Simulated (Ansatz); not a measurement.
BeSe (P6₃/mmc, No. 194, 4 atoms in the cell; start mp-1008524; another space group than a measured phase of this formula), treated with G0W0@HSE06 (plane waves, hard PAW, contour deformation; Ansatz, a program for electronic structure).

The same calculation (at the PBEsol cell, 14.448 Å³/atom) with different numerical settings; throughout: k mesh 3×3×2:

```json
[
 {"run": "1", "response cutoff (eV)": "100", "empty bands": "241", "quasiparticle gap on the mesh (eV)": "0.935", "quasiparticle gap at Γ (eV)": "3.378", "rough time": "4 core-min"},
 {"run": "2", "response cutoff (eV)": "150", "empty bands": "443", "quasiparticle gap on the mesh (eV)": "1.060", "quasiparticle gap at Γ (eV)": "3.456", "rough time": "10 core-min"},
 {"run": "3", "response cutoff (eV)": "200", "empty bands": "682", "quasiparticle gap on the mesh (eV)": "1.117", "quasiparticle gap at Γ (eV)": "3.487", "rough time": "30 core-min"},
 {"run": "4", "response cutoff (eV)": "250", "empty bands": "953", "quasiparticle gap on the mesh (eV)": "1.152", "quasiparticle gap at Γ (eV)": "3.504", "rough time": "30 core-min"},
 {"run": "5", "response cutoff (eV)": "300", "empty bands": "1253", "quasiparticle gap on the mesh (eV)": "1.175", "quasiparticle gap at Γ (eV)": "3.514", "rough time": "40 core-min"},
 {"run": "6", "response cutoff (eV)": "400", "empty bands": "1929", "quasiparticle gap on the mesh (eV)": "?", "quasiparticle gap at Γ (eV)": "?", "rough time": "100 core-min"}
]
```

Problem. Some entries are withheld; supply them.

Solution. 
- 6, quasiparticle gap on the mesh (eV): 1.205
- 6, quasiparticle gap at Γ (eV): 3.525

In the column quasiparticle gap on the mesh (eV) the first row differs from the last by -0.270 and the next to last by -0.030.

The last row is no converged limit: other settings stay fixed.

Spin–orbit coupling is not included.

Note: GW on a hybrid start was not checked against another program.

A start named mp-… is a Materials Project structure, which need not be a measured phase.
